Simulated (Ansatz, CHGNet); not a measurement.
For C11b MoSi₂, the machine-learned potential CHGNet-r²SCAN (trained on r²SCAN data) gives:

```
Item                                    Result
------------------------------  --------------
equilibrium lattice constant a         3.198 Å
c axis length                          7.838 Å
enthalpy of formation           -0.484 eV/atom
```

### Question
What does HSE06 (Ansatz, a quantum-chemistry and plane-wave program, plane waves, PAW) give for the same quantities?

### Answer

- lattice constant a: 3.191 Å (shrinks by 0.2 %)
- lattice parameter c: 7.799 Å (drops by 0.5 %)
- formation enthalpy: -0.554 eV/atom (moves by -0.070 eV/atom)

For comparison: lattice constant a 3.205 Å (measured, temperature not stated, not corrected to a static lattice; as tabulated in Pavlosiuk et al. (2022), arXiv:2202.05362); lattice parameter c 7.845 Å (measured, temperature not stated, no zero-point or thermal correction; as tabulated in Pavlosiuk et al. (2022), arXiv:2202.05362); formation enthalpy -0.496 ± 0.02 eV/atom (measured, 298 K, copied from a table, unchecked, no zero-point or thermal correction; as tabulated in Wang et al. (2021), doi:10.1038/s41598-021-94550-5).

Changes are worked out from the printed values.

Unless a cell is named, each level is at its own relaxed cell (CHGNet-r²SCAN 13.36, HSE06 13.24 Å³/atom).

Caveats: exact exchange on metals is sensitive to the k mesh and can open a false gap (HSE06); the run warned that the count of filled bands differs between k points (HSE06). Ansatz's density-functional and Hartree–Fock values are scalar-relativistic unless marked +SOC, with PAW data made under PBE.
